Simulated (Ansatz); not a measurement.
```yaml
crystal:
  lattice:
    - [3.15594, 0.00000, 0.00000]
    - [-1.57797, 2.73312, 0.00000]
    - [0.00000, 0.00000, 4.99648]
  atoms:
    - { symbol: Hf, position: [0.66667, 0.33333, 0.75000] }
    - { symbol: Hf, position: [0.33333, 0.66667, 0.25000] }
```

No spin polarisation.

Level of theory: PBE, PAW, 420 eV (Ansatz, a program for electronic structure; without spin-orbit coupling). k-mesh 21×21×12 (Γ-centred); smearing 0.1 eV (Fermi–Dirac).

Q: Predict the band gap.

A: Zero.

Q: What space group does the calculation give?

A: P6_3/mmc (No. 194).

Q: Predict the pressure (mean of the normal stresses, compression positive).

A: 5.2 GPa.

The cells carry an imposed strain or load. No phonon test of stability was made. The final runs are not spin-polarised. The cell was made from Hf in the hcp (Mg type) structure (space group P6_3/mmc, No. 194) by this change: isotropic strain −1.50 %.
